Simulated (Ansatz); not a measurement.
Reference: VSi₂ (P6_222), PBEsol, DFPT electron-phonon coupling, linearised Boltzmann equation (plane waves, PAW, scalar-relativistic; Ansatz, a program for electronic structure); geometry: relaxed with this functional, without spin-orbit coupling.

```yaml
crystal:
  lattice:
    - [4.52442, 0.00000, 0.00000]
    - [-2.26221, 3.91826, 0.00000]
    - [0.00000, 0.00000, 6.31614]
  atoms:
    - { symbol: V, position: [0.00000, 0.50000, 0.16667] }
    - { symbol: V, position: [0.50000, 0.00000, 0.50000] }
    - { symbol: V, position: [0.50000, 0.50000, 0.83333] }
    - { symbol: Si, position: [0.83689, 0.67379, 0.50000] }
    - { symbol: Si, position: [0.16311, 0.83689, 0.83333] }
    - { symbol: Si, position: [0.32621, 0.16311, 0.16667] }
    - { symbol: Si, position: [0.16311, 0.32621, 0.50000] }
    - { symbol: Si, position: [0.83689, 0.16311, 0.83333] }
    - { symbol: Si, position: [0.67379, 0.83689, 0.16667] }
```

- resistivity at 300 K = 50 μΩ·cm
- electron-phonon coupling λ = 0.37
- logarithmic mean phonon energy = 34 meV

Task: Swap V for Nb, keeping the structure type. How do these values move?

Result: NbSi₂ (P6_222): volume per atom 12.4 to 14.4 Å³; resistivity at 300 K falls (50 μΩ·cm to 34 μΩ·cm); electron-phonon coupling λ stays about the same (0.37 to 0.36); logarithmic mean phonon energy falls (34 meV to 28 meV).

Moves up to 16 % count as about the same. Metals; harmonic phonons alone scatter; means over directions. Halving the electron mesh moves these values by up to 11 %; q meshes are mostly untested. Some of the runs warned that the eigensolver left states short of its tolerance. Spin-orbit coupling is left out.

Treated as nonmagnetic (a ferromagnetic start lost its moment, other orders weren't tried): VSi2 (P6_222).
